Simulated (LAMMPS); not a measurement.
Pressure dependence of Si (diamond structure) at 1010 K, from the crystal.

Level of theory: classical MD, pair style sw, file Si.sw; code LAMMPS.

```csv
P (GPa),state,volume,coordination number
0,crystal; no diffusion seen in 30 ps,20.2396 ± 0.0006 Å³/atom,4.00 (counted to 2.98 Å)
2,crystal; no diffusion seen in 30 ps,19.834 ± 0.001 Å³/atom,4.00 (counted to 2.94 Å)
5,crystal; no diffusion seen in 30 ps,19.277 ± 0.001 Å³/atom,4.00 (counted to 2.98 Å)
```

Caution (rows 2; 5): a run this short can hold a crystal over, or a liquid under, the potential's own melting point, which these runs don't give.

Estimate the isothermal bulk modulus at zero pressure. A parabola P(ln V) through the three points gives −dP/d ln V = 96 GPa at zero pressure.

States go by the mean squared displacement: a species diffuses where it passes 1.5 Å², still rises and gives D over 1e-6 cm²/s; a crystal has left its structure where atoms lie 0.35 Å off their sites on average or a cubic box changes its shape by 3 %, or the axial ratios of another lie 8 % off the starting cell's, which the potential's own relaxation can also do.

Uncertainties are statistical and leave out the potential's own error.
